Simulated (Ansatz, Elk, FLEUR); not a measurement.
## One structure in several programs: Fe2Si (I4/mmm, 3 atoms in the cell)

Self-consistent single point.

```xyz
3
Lattice="-1.3341 1.3341 4.4085 1.3341 -1.3341 4.4085 1.3341 1.3341 -4.4085" Properties=species:S:1:pos:R:3 pbc="T T T"
Fe     0.0000     0.0000     2.9945
Fe     0.0000     0.0000     5.8225
Si     0.0000     0.0000     0.0000
```
Moments meant for the start (each program seeds them in its own way; μB, in the order of the atoms Fe Fe Si): 4.0 4.0 0.0.

Shared settings, as Ansatz (a quantum-chemistry and plane-wave program) writes them: kpoints.mp_grid.grid = 9 9 9; scf.occupations.method = fermi_dirac; scf.occupations.width = 0.01 Ry. Potentials and cutoffs stand in the table.

| code | model | largest force (eV/Å) | size of the net moment (μB/atom) | cutoff |
|---|---|---|---|---|
| Ansatz | PBEsol, PAW files made with PBE | 0.085 | 0.69 | default |
| FLEUR | PBEsol, all-electron FLAPW (FLEUR), scalar-relativistic valence | 0.037 | 0.69 | Kmax 3.6 1/bohr |
| Elk | PBEsol, all-electron FP-LAPW, Elk's shipped species files, default APW+lo basis | – | 0.00 | rgkmax 7 |

A dash marks a value that a program does not give, or that is left out as unsure.

The net moments differ, which can mean other magnetic states; other values may part for that reason too.

On Ansatz's run: the magnetic order is the one reached from the typed start; others were not searched systematically.

The spread over the programs that give each value: largest force within 0.048 eV/Å; size of the net moment within 0.69 μB/atom.

FLEUR and Elk treat all electrons, but the usual bases taken here (sphere radii, linearisation, local orbitals, empty states) were not tested for convergence, so the values are no reference for the others.

The starting cell comes from a database of computed structures (which also holds hypothetical and non-ambient phases and stackings), without a prior relaxation at this level. Its lattice was rescaled by a random factor within 2.5 % of one.

Keys are those of Ansatz 0.2.
